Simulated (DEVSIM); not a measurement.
Device: W/HfO2/p-Si capacitor, at 250 K.

| layer (left to right) | material | thickness (nm) | Na (cm⁻³) |
|---|---|---|---|
| 1 | HfO2 | 2.50 | - |
| 2 | Si | 5900 | 9.4e15 |

Metal gate on the left, work function 4.6 eV. Fixed charge at the semiconductor interface -3.6e10 cm⁻² (in units of +e); no interface traps.

The device is made up for the run: typed textbook-type constants, with dimensions and the other settings drawn at random. Values at 300 K; Nc and Nv go as T^1.5, mobilities as T to minus their exponent, the gap by Varshni's rule with the affinity fixed.

```tsv
parameter	HfO2	Si
gap (eV)	5.7	1.124
affinity (eV)	2.5	4.05
permittivity	22	11.7
Nc (cm⁻³)	-	2.86e19
Nv (cm⁻³)	-	3.1e19
Varshni α (eV/K)	-	0.000473
Varshni β (K)	-	636
```

DEVSIM, 1D Poisson equation in equilibrium, Boltzmann statistics, complete ionisation; no quantum confinement or tunnelling. Metal contacts follow the ideal Schottky-Mott rule: no Fermi-level pinning, no interface dipoles.

The temperature was swept, all else fixed.

```
temperature (K)  minimum of the low-frequency capacitance (μF/cm²)  flat-band voltage (V)  threshold voltage (band bending 2φF) (V)
---------------  -------------------------------------------------  ---------------------  ----------------------------------------
250                                                         0.0340                  -0.42                                      0.39
300                                                         0.0382                  -0.36                                      0.35
350                                                         0.0415                  -0.31                                      0.31
400                                                         0.0498                  -0.25                                      0.26
450                                                         0.0576                  -0.19                                      0.22
500                                                         0.0735                  -0.13                                      0.18
```

From the first row to the last the minimum of the low-frequency capacitance goes from 0.0340 to 0.0735. From the first row to the last the flat-band voltage goes from -0.42 to -0.13.
